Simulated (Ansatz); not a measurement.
Results of PBE-D3(BJ) (PAW; Ansatz, a program for electronic structure) for AlB2-type TiB₂.

Numerical settings: plane-wave cutoff 520 eV, 24×24×20 k mesh (along the axes of the cell as run), Fermi–Dirac smearing 0.056 eV (set by the program), no spin polarisation, scalar-relativistic PAW data made under PBE.

Cell (relaxed at this level):

```xyz
3
Lattice="3.0036 0.0000 0.0000 -1.5018 2.6012 0.0000 0.0000 0.0000 3.1815" Properties=species:S:1:pos:R:3 pbc="T T T"
Ti     0.0000     0.0000     0.0000
B      1.5018     0.8671     1.5907
B      0.0000     1.7341     1.5907
```

### Question
Give the computed elastic constant C44, Young modulus, elastic constant C66, elastic constant C11, elastic constant C12, elastic constant C13 and elastic constant C33.

### Answer

- elastic constant C44: 285 GPa
- Young modulus: 620 GPa
- elastic constant C66: 311 GPa
- elastic constant C11: 690 GPa
- elastic constant C12: 67.4 GPa
- elastic constant C13: 110 GPa
- elastic constant C33: 481 GPa

Measured, for comparison: elastic constant C44 260 GPa, elastic constant C11 660 GPa, elastic constant C12 48 GPa, elastic constant C13 93 GPa, elastic constant C33 432 GPa (temperature not stated, not corrected to a static lattice; as tabulated in Liu et al. (2023), arXiv:2002.00005). Computed (rounded) less measured: elastic constant C44 +10 %, elastic constant C11 +5 %, elastic constant C12 +40 %, elastic constant C13 +18 %, elastic constant C33 +11 %. A static lattice is as a rule a little smaller and stiffer than an uncorrected measurement, which narrows the difference in the elastic constant C44, elastic constant C11 and would widen misses of the other sign.

Note: the dispersion coefficients are held fixed in the derivatives.

Elastic constants are with the ions relaxed.

The computed numbers hold no vibrational or temperature effects.

Cost on a shared machine: around 30 core-minutes (rough).
